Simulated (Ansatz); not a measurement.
N on the 1x1 (100) surface of rock-salt MgO (cut with top plane Mg + O), one in a 2x2 cell, energies for each (36.2 Å²). Energies are against ½ N2(g), without zero-point or thermal terms; each row is named by its start.

Host crystal: rock-salt MgO, with a band gap (PBE, scalar-relativistic without spin-orbit coupling).

Level of theory: PBE (plane waves to 420 eV, PAW; Ansatz, an electronic-structure program).

Model: 33-atom slab, 6.4 Å thick at the start under the adsorbate (thin: gaps and levels are the slab's own), 3x3x1 mesh, Fermi-Dirac 0.01 eV, dipole correction, 16 atoms held, the rest relaxed; each run with such symmetry as its start has; spin-polarised, no spin-orbit, no U, no dispersion correction.

A negative adsorption energy means that the adsorbate is more stable on the surface than in its reference. Heights count from the host atoms within 0.3 Å of the top one. Moments of ungapped slabs depend on the mesh.

```
starting site                                                  E_ads (eV)  height (Å)  nearest host atom (Å)                     bonded to  change of the vacuum step (eV)  lateral drift (Å)  moment (μB)
-------------------------------------------------------------  ----------  ----------  ---------------------  ----------------------------  ------------------------------  -----------------  -----------
top O (the adsorbate paired with a surface O atom)                   4.52        1.24                 O 1.46                             O                            1.30                0.0          1.0
top Mg                                                               5.14        2.42                Mg 2.42                            Mg                            0.43                0.0          3.0
hollow Mg-Mg-O-O (the adsorbate is not bonded to the surface)        5.14        2.30                 O 2.75  none within bonding distance                            0.65                0.0          3.0
bridge Mg-O (span 2.1 Å)                                             5.13        2.36                Mg 2.44                            Mg                            0.50                0.4          3.0
```
